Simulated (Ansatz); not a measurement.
## Rb: response to strain

The parent structure is Rb in the bcc (W type) structure (space group Im-3m, No. 229; relaxed with 0.1 eV smearing).

```
CELL_PARAMETERS angstrom
     -2.78564     2.78564     2.78564
      2.78564    -2.78564     2.78564
      2.78564     2.78564    -2.78564
ATOMIC_POSITIONS crystal
  Rb 0.00000 0.00000 0.00000
```

Strains are applied to the cell and any free atomic positions relax.

Computed with PBEsol in Ansatz (plane waves to 420 eV, PAW, without spin-orbit coupling).

Candidates:
(a) isotropic strain −2.50 %
(b) isotropic strain −3.00 %
(c) isotropic strain −0.50 %
(d) isotropic strain +2.00 %

Notes on the quantities. energy relative to the base: free energy F.

Problem. Order them by energy relative to the base, lowest first.

Solution. (c) isotropic strain −0.50 % (+0.2 meV/atom), (d) isotropic strain +2.00 % (+2.7 meV/atom), (a) isotropic strain −2.50 % (+4.7 meV/atom), (b) isotropic strain −3.00 % (+6.9 meV/atom)

Whether these cells are dynamically stable was not tested. The final runs are not spin-polarised.

Ansatz is a first-principles code.
